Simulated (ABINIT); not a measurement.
Worked example: self-consistent single point of V₃Re (P1, 4 atoms in the cell) in ABINIT.

Computed with LDA (PW92), PAW (JTH v2.0 LDA PAW) (plane waves; ABINIT).

The change in words: lattice scaled by 0.98. Reference geometry:
```yaml
crystal:
  lattice:
    - [0.00000, 3.00145, 3.00145]
    - [3.00145, 0.00000, 3.00145]
    - [3.00145, 3.00145, 0.00000]
  atoms:
    - { symbol: V, position: [0.76781, 0.74881, 0.74758] }
    - { symbol: V, position: [0.25730, 0.24710, 0.25073] }
    - { symbol: V, position: [0.98491, 0.99468, 0.99541] }
    - { symbol: Re, position: [0.48998, 0.50941, 0.50629] }
```

Reference input (self-consistent single point, DFT, LDA (PW92), plane waves, PAW (JTH v2.0 LDA PAW)): pseudos = [V.LDA_PW-JTH.xml, Re.LDA_PW-JTH.xml]; ecut = 30 Ha; pawecutdg = 60 Ha; pawxcdev = 0; ixc = 7; occopt = 7; tsmear = 0.00367493 Ha; ngkpt = 5 5 5; nshiftk = 1; shiftk = 0 0 0; potentials = JTH v2.0 LDA PAW; nband = 35. This run's input differs from it in these lines:

```diff
@@ -3,3 +3,3 @@
 pseudos "V.LDA_PW-JTH.xml, Re.LDA_PW-JTH.xml"
-acell 4.2446912968 4.2446912968 4.2446912968 Angstrom
+acell 4.1597974708 4.1597974708 4.1597974708 Angstrom
 rprim
```

Log, with long lists cut:

```
--- !BeginCycle
solver: {iscf: 17, nstep: 60, nline: 4, wfoptalg: 10, }
tolerances: {tolvrs: 1.00E-12, }
...

     iter   Etot(hartree)      deltaE(h)  residm     nres2
 ETOT  1  -295.70948580068    -2.957E+02 2.000E+00 4.759E+01
 ETOT  2  -297.22097430555    -1.511E+00 2.840E-02 1.505E+02
 ETOT  3  -297.09702378107     1.240E-01 1.529E-02 6.028E+00
 ETOT  4  -297.11239972238    -1.538E-02 1.509E-02 2.723E+01
 ETOT  5  -297.10275084352     9.649E-03 5.909E-03 2.981E+00
   [... 12 lines left out ...]
 ETOT 18  -297.10186563286     3.411E-13 4.920E-05 1.733E-11
 ETOT 19  -297.10186563286     1.705E-13 5.898E-05 1.115E-11
 ETOT 20  -297.10186563286    -4.547E-13 2.058E-05 9.084E-12
 ETOT 21  -297.10186563286     5.684E-14 4.471E-05 1.507E-13
 At SCF step   21       nres2   =  1.51E-13 < tolvrs=  1.00E-12 =>converged.

 Cartesian components of stress tensor (hartree/bohr^3)
  sigma(1 1)= -2.11278860E-04  sigma(3 2)=  1.56343865E-05
  sigma(2 2)= -1.80707346E-04  sigma(3 1)=  1.67879032E-05
  sigma(3 3)= -1.90751993E-04  sigma(2 1)=  1.87676813E-05

 ----iterations are completed or convergence reached----

 reduced coordinates (array xred) for    4 atoms
       0.767811000000      0.748808000000      0.747577000000
       0.257299000000      0.247098000000      0.250726000000
       0.984911000000      0.994684000000      0.995409000000
       0.489979000000      0.509409000000      0.506288000000
 cartesian forces (eV/Angstrom) at end:
    1      0.29350933127145    -0.91190149068596    -0.93904218585026
   [... lines left out ...]
 Fermi (or HOMO) energy (hartree) =   0.40744   Average Vxc (hartree)=  -0.49380
   [... lines left out ...]
'-kT*entropy'       : -7.11136613186047E-04
total_energy        : -2.97101865612308E+02
total_energy_eV     : -8.08455291069864E+03
...

-Cartesian components of stress tensor (GPa)         [Pressure=  5.7149E+00 GPa]
- sigma(1 1)= -6.21603761E+00  sigma(3 2)=  4.59979455E-01
- sigma(2 2)= -5.31659278E+00  sigma(3 1)=  4.93917083E-01
- sigma(3 3)= -5.61211645E+00  sigma(2 1)=  5.52164154E-01

 Calculation completed.
```

The run converged in 21 iterations. Against the reference run the free energy drops by 11.6 meV/atom, the pressure goes from -9.88 to 5.71 GPa and the largest force goes from 1.143 to 1.375 eV/Å.

The starting cell comes from a database of computed structures (which also holds hypothetical and non-ambient phases and stackings), without a prior relaxation at this level. Its atoms were displaced at random from the sites of space group no. 225. For this run, on top of that: lattice scaled by 0.98. Spin polarisation is off. With a pressure of about 6 GPa the cell is away from its equilibrium volume at this level. Forces in this geometry exceed 1 eV/Å.

Cost on one core of a shared machine: roughly 10 min.
